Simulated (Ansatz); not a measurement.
A set of cells, compared by their density of states at the Fermi level.

Cell A: TiNi (CsCl type, Pm-3m), 2 atoms in the cell; spin state with r2SCAN: no moments, k-point mesh 16×16×16 on the run's own vectors.
```
NiTi
1.0
    2.98924     0.00000     0.00000
    0.00000     2.98924     0.00000
    0.00000     0.00000     2.98924
Ti Ni
1 1
Direct
  0.50000   0.50000   0.50000
  0.00000   0.00000   0.00000
```

Cell B: TiNi (Pmma), 4 atoms in the cell; this is a cell whose start was taken from, or built on, an entry of a structure database, and that this text hasn't matched to a measured one; spin state with r2SCAN: no moments, k-point mesh 16×12×10 on the run's own vectors.
```xyz
4
Lattice="0.0000 -2.8148 0.0000 -4.1309 0.0000 0.0000 0.0000 0.0000 -4.5881" Properties=species:S:1:pos:R:3 pbc="T T T"
Ti    -3.0982    -1.4074    -1.2699
Ti    -1.0327    -1.4074    -3.3183
Ni    -3.0982     0.0000    -3.7624
Ni    -1.0327     0.0000    -0.8257
```

Cell C: TiNi (P2₁/m), 4 atoms in the cell; this is a cell whose start was taken from, or built on, an entry of a structure database, and that this text hasn't matched to a measured one; spin state with r2SCAN: no moments, k-point mesh 18×12×10 on the run's own vectors.
```
CELL_PARAMETERS angstrom
      2.91143     0.00000     0.07531
      0.00000     3.99073     0.00000
     -1.15503     0.00000     4.62227
ATOMIC_POSITIONS crystal
  Ti 0.61530 0.75000 0.78378
  Ti 0.38470 0.25000 0.21622
  Ni 0.93521 0.75000 0.32941
  Ni 0.06479 0.25000 0.67059
```

All numbers come from Ansatz (a quantum-chemistry and plane-wave program), plane waves with PAW, its default PAW set, cutoff 500 eV. The structures are at rest with r2SCAN. Neutral cells; Fermi-Dirac smearing of at most 0.10 eV in the solids, energies taken to zero width. A dispersion term ran beside these levels; it doesn't touch the electrons. Both spins, broadened by a Gaussian of 0.2 eV on the run's mesh.

Problem. Give the density of states at the Fermi level (states/eV per atom) at the level r2SCAN, cell by cell.

Solution. 
```csv
system,r2SCAN
A,1.3
B,0.92
C,0.64
```

With r2SCAN the value is lowest for C and highest for A.
